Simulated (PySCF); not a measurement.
PySCF 2.14.0, PBE/def2-svp, df: W(O)(NMe)(F)(SH) (C[N]=[W](=[O])([F])[SH]), 10 atoms. The geometry is a generated start, not checked to be a minimum at this level.

```json
{
 "task": "energy",
 "method": "pbe",
 "basis": "def2-svp",
 "two_electron_scheme": "density fitting",
 "mol.max_memory": "3000 MB",
 "mf.max_cycle": "100",
 "mf.init_guess": "minao (default)",
 "mf.DIIS": "CDIIS (default)",
 "mf.diis_space": "8 (default)",
 "mf.conv_tol": "1e-09 (default)",
 "mf.grids.level": "3 (default)",
 "effective_core_potentials": "those of the basis set, past Kr",
 "basis_functions": "126",
 "grid_points": "138784"
}
```

```xyz
10

W      0.2980     1.2204     0.6738
O      1.8753     1.7298     0.4075
N     -0.2303    -0.1005    -0.4083
C     -0.2437    -1.0236    -1.4911
H      0.2625    -1.9533    -1.2068
H     -1.2680    -1.2688    -1.7948
H      0.2842    -0.5951    -2.3544
F     -0.9348     2.6339     0.6950
S      0.3002     0.2570     2.8524
H     -0.3433    -0.8998     2.6268
```

Charge 0 and multiplicity 1 are set for this test and not shown to be the ground state.

One run each on 2 threads, 1 BLAS thread. Values of level_shift (Hartree) tried: 0 (default), 0.1, 0.3, 1.

Problem. Which value of level_shift (Hartree) needs the fewest Fock builds, and what happens away from it?

Solution. Fewest Fock builds, within one of each other: 0 (default) with 17, 0.1 with 17. The count rises to 51 at 1. All converge to one solution.

| level_shift (Hartree) | Fock builds | end |
|---|---|---|
| 0 (default) | 17 | same solution |
| 0.1 | 17 | same solution |
| 0.3 | 19 | same solution |
| 1 | 51 | same solution |
